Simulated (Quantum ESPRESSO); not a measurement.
**What a tighter setting buys: ecutwfc, GaN (P6_3mc, 8 atoms in the cell)**

Cell: a = 3.2466 Å, b = 3.2466 Å, c = 10.6287 Å, α = 90.00°, β = 90.00°, γ = 120.00°.

Level of theory: PBEsol, PseudoDojo standard norm-conserving (PBESOL) pseudopotentials (plane waves; Quantum ESPRESSO).

Base settings: ecutwfc = 85 Ry; occupations = smearing; smearing = cold; degauss = 0.0073499 Ry; potentials = {Ga: Ga.upf, N: N.upf}; K_POINTS = automatic 6 6 2 0 0 0; conv_thr = 1e-10 Ry.

Misses are taken against the tightest run, 170 Ry, which need not be fully converged itself. The energy is the free energy per atom.

The count of work is k-points × plane waves × bands × iterations; it is no time, and leaves out set-up, grids and terms that scale otherwise. Core times come from one kind of shared machine and are given to one figure; runs under 30 s give none.

The starting cell was generated: these elements placed on a structure prototype, without a prior relaxation; it need not be a known phase or ordering of this composition. Its lattice was rescaled by a random factor within 2.5 % of one. In the base run, with a pressure of about -10 GPa the cell is away from its equilibrium volume at this level.

The runs (ecutwfc): 34 Ry | 42 Ry | 51 Ry | 59 Ry | 68 Ry | 76 Ry | 85 Ry | 98 Ry | 110 Ry | 128 Ry | 149 Ry | 170 Ry.

Q: Which is the coarsest setting among those run that, with all tighter ones, holds the energy within 10 meV/atom of the reference, and what does it save?

A: 76 Ry, off by 3.0 meV/atom; it needs 0.28 of the reference's count of work and about 0.2 of the reference's time.

Q: What does the step from 51 Ry to 85 Ry buy?

A: It takes the miss in the energy from 2600 to 1.4 meV/atom, for 2.3 times the count of work and roughly 3 times the time.

| ecutwfc | energy less reference (meV/atom) | pressure less reference (GPa) | largest difference in the force on any atom (eV/Å) | count of work / reference | core time / reference (rough) |
|---|---|---|---|---|---|
| 34 Ry | 39191.99 | -1417.99 | 0.031 | 0.084 | – |
| 42 Ry | 13087.15 | -750.60 | 0.062 | 0.11 | – |
| 51 Ry | 2645.82 | -239.25 | 0.013 | 0.13 | 0.1 |
| 59 Ry | 439.38 | -56.74 | 0.004 | 0.21 | 0.1 |
| 68 Ry | 34.76 | -6.47 | 0.000 | 0.24 | 0.2 |
| 76 Ry | 2.98 | -0.44 | 0.000 | 0.28 | 0.2 |
| 85 Ry | 1.36 | 0.02 | 0.000 | 0.31 | 0.3 |
| 98 Ry | 1.21 | 0.02 | 0.000 | 0.41 | 0.3 |
| 110 Ry | 0.91 | -0.01 | 0.000 | 0.45 | 0.5 |
| 128 Ry | 0.34 | -0.02 | 0.000 | 0.57 | 0.6 |
| 149 Ry | 0.05 | 0.00 | 0.000 | 0.71 | 0.8 |
| 170 Ry | 0.00 | 0.00 | 0.000 | 1.0 | 1 |
